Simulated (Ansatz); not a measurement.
**Hypothetical P6_3/mmc SnS2, pressure series**

Consider SnS2 in the 2H-MoS2 type structure (space group P6_3/mmc, No. 194; a hypothetical phase, not in the database extracts checked; layered, stacked along the Cartesian z axis).

```
SnS2
1.0
    3.58877     0.00000     0.00000
   -1.79438     3.10796     0.00000
    0.00000     0.00000    11.88899
Sn S
2 4
Direct
  0.33333   0.66667   0.25000
  0.66667   0.33333   0.75000
  0.33333   0.66667   0.61434
  0.66667   0.33333   0.11434
  0.66667   0.33333   0.38566
  0.33333   0.66667   0.88566
```

Cell and atoms are relaxed at each pressure.

Calculations: plane-wave PAW DFT at the PBE-D3(BJ) level (Ansatz, an electronic-structure program, 420 eV), scalar-relativistic without spin-orbit coupling, earlier PAW set.

Computed cases, in order: pressure −1 GPa; 0 GPa (base); pressure 0.9 GPa; pressure 2.1 GPa; pressure 4.5 GPa; pressure 9 GPa; pressure 15 GPa; pressure 22.5 GPa; pressure 30 GPa.

Q: Between which two neighbouring cases does the band gap open or close?

A: Between pressure −1 GPa (0.15 eV) and 0 GPa (base) (zero). The whole series: pressure −1 GPa: 0.15 eV; 0 GPa (base): zero; pressure 0.9 GPa: zero; pressure 2.1 GPa: zero; pressure 4.5 GPa: zero; pressure 9 GPa: zero; pressure 15 GPa: zero; pressure 22.5 GPa: zero; pressure 30 GPa: zero.

Load acts through the strain it causes; cell and atoms are relaxed under it. No phonon test of stability was made. Competing high-pressure phases were not computed. The final runs are not spin-polarised. A zero or small gap of SnS2 can be the functional's error rather than a property of the material.
